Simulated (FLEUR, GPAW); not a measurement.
A GPAW input for a self-consistent single point of Cu2O (Pn-3m, 6 atoms in the cell) (DFT PBEsol, plane waves, GPAW PAW datasets PBEsol (made by gpaw-setup)):

```python
from ase import Atoms
from ase.units import GPa
from gpaw import GPAW

atoms = Atoms(['Cu', 'Cu', 'Cu', 'Cu', 'O', 'O'],
              cell=[[4.161766, 0.000000, 0.000000],
                    [0.000000, 4.161766, 0.000000],
                    [0.000000, 0.000000, 4.161766]],
              positions=[[1.040442, 1.040442, 3.121325],
                         [1.040442, 3.121325, 1.040442],
                         [3.121325, 3.121325, 3.121325],
                         [3.121325, 1.040442, 1.040442],
                         [2.080883, 2.080883, 2.080883],
                         [0.000000, 0.000000, 0.000000]],
              pbc=True)

calc = GPAW(mode={'name': 'pw', 'ecut': 900},
            xc='PBEsol',
            kpts={'size': (6, 6, 6), 'gamma': True},
            occupations={'name': 'fixed-uniform'},
            nbands=-6,
            convergence={'density': 1e-05, 'energy': 1e-05, 'bands': -4},
            symmetry={'symmorphic': False, 'tolerance': 0.0005},
            maxiter=120,
            txt='-')

atoms.calc = calc

energy = atoms.get_potential_energy()
print('Energy (eV):', round(energy, 6))
forces = atoms.get_forces()
print('Forces (eV/Ang):')
print(forces.round(5))
stress = atoms.get_stress()
print('Stress (GPa, Voigt):', (stress / GPa).round(4))
```

Question: Write the same calculation as an input for FLEUR.

Answer: One input that does it (others would too):

Input of the input generator:

```
Cu2O
&input film=f /
4.1617660000 0.0000000000 0.0000000000
0.0000000000 4.1617660000 0.0000000000
0.0000000000 0.0000000000 4.1617660000
1.8897261246
1.0 1.0 1.0

6
29 0.2500000000 0.2500000000 0.7500000000
29 0.2500000000 0.7500000000 0.2500000000
29 0.7500000000 0.7500000000 0.7500000000
29 0.7500000000 0.2500000000 0.2500000000
8 0.5000000000 0.5000000000 0.5000000000
8 0.0000000000 0.0000000000 0.0000000000

&comp jspins=1 /
&exco xctyp='PBEs' /
&kpt div1=6 div2=6 div3=6 gamma=t /
&end /
```

```xml
<?xml version="1.0" encoding="UTF-8" standalone="no"?>
<fleurInput fleurInputVersion="0.39">
   <comment>
      Cu2O                                                                                                
   </comment>
   <calculationSetup>
      <cutoffs Kmax="4.7" Gmax="18.8" GmaxXC="18.8" numbands="0"/>
      <scfLoop itmax="80" minDistance="0.00001" maxIterBroyd="40" imix="Anderson" alpha="0.05" precondParam="0.0" spinf="2.0"/>
      <coreElectrons ctail="T" frcor="F" kcrel="0" coretail_lmax="0"/>
      <xcFunctional name="PBEs" relativisticCorrections="F"/>
      <magnetism jspins="1"/>
      <soc l_soc="F" theta="0.0" phi="0.0" spav="F"/>
      <expertModes spex="0" secvar="F"/>
      <geometryOptimization l_f="T" forcealpha="1.0" forcemix="BFGS" epsdisp="0.00001" epsforce="0.00001"/>
      <ldaU l_linMix="F" mixParam="0.05" spinf="1.0"/>
   </calculationSetup>
   <cell>
      <bzIntegration valenceElectrons="56.0" mode="hist" fermiSmearingEnergy="0.0001">
         <kPointListSelection listName="default-1"/>
         <!-- k-points included here -->
         <xi:include xmlns:xi="http://www.w3.org/2001/XInclude" href="kpts.xml"> </xi:include>
      </bzIntegration>
      <!-- symmetry operations included here -->
      <xi:include xmlns:xi="http://www.w3.org/2001/XInclude" href="sym.xml"> </xi:include>
      <bulkLattice scale="1.0">
         <bravaisMatrix>
            <row-1>    7.8645979346720436     0.0000000000000000     0.0000000000000000</row-1>
            <row-2>    0.0000000000000000     7.8645979346720436     0.0000000000000000</row-2>
            <row-3>    0.0000000000000000     0.0000000000000000     7.8645979346720436</row-3>
         </bravaisMatrix>
      </bulkLattice>
   </cell>
   <atomSpecies>
      <species name="Copper (Cu)" element="Cu" atomicNumber="29">
         <mtSphere radius="2.03" gridPoints="701" logIncrement="0.017"/>
         <atomicCutoffs lmax="8" lnonsphr="6"/>
         <electronConfig flipSpins="F">
            <coreConfig>(1s1/2) (2s1/2) (2p1/2) (2p3/2) (3s1/2) (3p1/2) (3p3/2)</coreConfig>
            <valenceConfig>(4s1/2) (3d3/2) (3d5/2)</valenceConfig>
            <stateOccupation state="(4s1/2)" spinUp="0.5" spinDown="0.5"/>
         </electronConfig>
         <energyParameters s="4" p="4" d="3" f="4"/>
         <lo type="HELO" l="2" n="4" eDeriv="0"/>
      </species>
      <species name="Oxygen (O)" element="O" atomicNumber="8">
         <mtSphere radius="1.15" gridPoints="397" logIncrement="0.026"/>
         <atomicCutoffs lmax="6" lnonsphr="4"/>
         <electronConfig flipSpins="F">
            <coreConfig>(1s1/2)</coreConfig>
            <valenceConfig>(2s1/2) (2p1/2) (2p3/2)</valenceConfig>
            <stateOccupation state="(2p1/2)" spinUp="0.6666666666667" spinDown="0.6666666666667"/>
            <stateOccupation state="(2p3/2)" spinUp="1.3333333333333" spinDown="1.3333333333333"/>
         </electronConfig>
         <energyParameters s="2" p="2" d="3" f="4"/>
      </species>
   </atomSpecies>
   <atomGroups>
      <atomGroup species="Copper (Cu)">
         <relPos label="                   1">.0000000000 .0000000000 1.000/2.000</relPos>
         <relPos label="                   2">.0000000000 1.000/2.000 .0000000000</relPos>
         <relPos label="                   3">1.000/2.000 1.000/2.000 1.000/2.000</relPos>
         <relPos label="                   4">1.000/2.000 .0000000000 .0000000000</relPos>
         <force calculate="T" relaxXYZ="TTT"/>
      </atomGroup>
      <atomGroup species="Oxygen (O)">
         <relPos label="                   5">1.000/4.000 1.000/4.000 1.000/4.000</relPos>
         <relPos label="                   6">-1.000/4.000 -1.000/4.000 -1.000/4.000</relPos>
         <force calculate="T" relaxXYZ="TTT"/>
      </atomGroup>
   </atomGroups>
   <output dos="F" band="F" slice="F">
      <checks vchk="F" cdinf="F"/>
      <bandDOS minEnergy="-.5*Htr" maxEnergy="0.5*Htr" sigma="0.015" storeEVData="T"/>
      <vacuumDOS vacdos="F" integ="F" star="F" nstars="0" locx1="0.0" locy1="0.0" locx2="0.0" locy2="0.0" nstm="0" tworkf="0.0"/>
      <unfoldingBand unfoldBand="F" supercellX="1" supercellY="1" supercellZ="1"/>
      <plotting iplot="0" polar="F">
         <plot TwoD="T" vec1="  1.0  0.0  0.0" vec2="  0.0  1.0  0.0" vec3="  0.0  0.0  1.0" zero="  0.0  0.0  0.0" file="plot"/>
      </plotting>
      <chargeDensitySlicing numkpt="0" minEigenval="0.0" maxEigenval="0.0" nnne="0" pallst="F"/>
      <specialOutput eonly="F"/>
      <magneticCircularDichroism mcd="F" energyLo="-10.0" energyUp="0.0"/>
   </output>
  <!-- We include the file relax.xml here to enable relaxations (see documentation) -->
  <xi:include xmlns:xi="http://www.w3.org/2001/XInclude" href="relax.xml"> <xi:fallback/> </xi:include>
</fleurInput>
```

Basis, cutoffs, solver keys and any potentials are the target program's own. This input uses DFT, PBEsol, all-electron FLAPW (FLEUR), scalar-relativistic valence. Both were run: gap on the mesh 0.684 eV in GPAW and 0.611 in FLEUR.

On GPAW: the starting cell comes from a database of computed structures (which also holds hypothetical and non-ambient phases and stackings), without a prior relaxation at this level. Its lattice was rescaled by a random factor within 2.5 % of one.

On FLEUR: the starting cell comes from a database of computed structures (which also holds hypothetical and non-ambient phases and stackings), without a prior relaxation at this level. Its lattice was rescaled by a random factor within 2.5 % of one. Values depend on the basis (sphere radii, cutoffs, local orbitals), which need not be converged.
